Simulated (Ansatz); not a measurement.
Here is the system:

```xyz
9
Lattice="4.6406 0.0000 0.0000 2.3203 4.0189 0.0000 0.0000 0.0000 6.7030" Properties=species:S:1:pos:R:3 pbc="T T T"
Ta     3.4805     2.0095     0.0000
Ta     2.3203     0.0000     2.2343
Ta     1.1602     2.0095     4.4687
Si     1.1165     0.6446     0.0000
Si     4.6406     1.2892     2.2343
Si     3.5241     0.6446     4.4687
Si     5.8444     3.3743     0.0000
Si     2.3203     2.7297     2.2343
Si     3.4368     3.3743     4.4687
```

No spin polarisation.

Calculations: plane-wave PAW DFT at the PBE level (Ansatz, a first-principles code, 420 eV), no spin-orbit coupling. Settings: 11×11×7 k-points, 0.05 eV Fermi–Dirac smearing.

Predict the band gap and pressure.


* **Band gap**: zero
* **Pressure (mean of the normal stresses, compression positive)**: 10.5 GPa

The cells carry an imposed strain or load. No phonon test of stability was made. All final runs are without spin polarisation. The cell was made from TaSi₂ (space group P6_222, No. 180) by this change: biaxial strain −3.38 %, plane normal [001], relaxed out of plane.
